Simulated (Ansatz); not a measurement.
The reference is InSb in the zinc blende structure (space group F-43m, No. 216).

```
InSb
1.0
    0.00000     3.25957     3.25957
    3.25957     0.00000     3.25957
    3.25957     3.25957     0.00000
Sb In
1 1
Direct
  0.75000   0.75000   0.75000
  0.00000   0.00000   0.00000
```

Cartesian axes are those of the cell as printed.

Computed with PBEsol, PAW, 420 eV (Ansatz, an electronic-structure program; scalar-relativistic without spin-orbit coupling).

Before the change:

The pressure comes out as 0.0 GPa.

One thing is altered: the symmetric strain tensor [-0.0108 -0.0107 0.0079; -0.0107 -0.0209 0.0208; 0.0079 0.0208 0.0026]; the atoms relax in the strained cell.

Problem. Estimate the effect on the largest internal atomic displacement.

Solution. The largest internal atomic displacement is 0.029 Å.

Problem. What happens to the pressure?

Solution. The pressure (mean of the normal stresses, compression positive) goes from zero to 1.4 GPa.

Problem. Predict the new energy relative to the base.

Solution. The energy grows by 12 meV/atom.

No phonon test of stability was made. The final runs are not spin-polarised.
